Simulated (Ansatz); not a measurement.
RuAl (model structure, from the CuPt type, R-3m, No. 166): lattice parameter a by level of theory

No measured value is used here.

| level (code) | value (Å) |
|---|---|
| PBE (Ansatz) | 2.872 |
| PBEsol (Ansatz) | [?] |
| PBE-D3(BJ) (Ansatz) | 2.839 |
| r²SCAN (Ansatz) | 2.850 |

Problem. What belongs in the gaps?

Solution. 
- PBEsol (Ansatz, an electronic-structure program), value (Å): 2.837

Ansatz's density-functional and Hartree–Fock values are scalar-relativistic unless marked +SOC, with PAW data made under PBE.

A model structure was made by putting elements into a prototype or built by hand; it is no filed structure, need not be a known phase, and can be a saddle point held by its symmetry.
